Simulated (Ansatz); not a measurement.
**Hf: response to strain**

The parent structure is Hf in the hcp (Mg type) structure (space group P6_3/mmc, No. 194; a = 3.1983 Å, c = 5.0488 Å; relaxed with 0.1 eV smearing).

Strains are applied to the cell and any free atomic positions relax.

All numbers come from r2SCAN, PAW, 500 eV (Ansatz, a first-principles code; without spin-orbit coupling).

Notes on the quantities. pressure: mean of the normal stresses, compression positive; energy relative to the base: free energy F.

| case | pressure | energy relative to the base | volume per atom |
|---|---|---|---|
| base | 0.0 GPa | 0 meV/atom | 22.36 Å³ |
| isotropic strain +0.50 % | -1.6 GPa | +1.7 meV/atom | 22.70 Å³ |
| isotropic strain +1.00 % | -3.1 GPa | +6.8 meV/atom | 23.04 Å³ |
| isotropic strain +1.50 % | -4.6 GPa | +15 meV/atom | 23.38 Å³ |
| isotropic strain +2.00 % | -5.9 GPa | +26 meV/atom | 23.73 Å³ |
| isotropic strain +2.50 % | [?] | [?] | 24.08 Å³ |
| isotropic strain +3.00 % | -8.4 GPa | +58 meV/atom | 24.44 Å³ |

Complete the table.


- isotropic strain +2.50 %, pressure: -7.2 GPa
- isotropic strain +2.50 %, energy relative to the base: +41 meV/atom

Whether these cells are dynamically stable was not tested. The final runs are not spin-polarised.
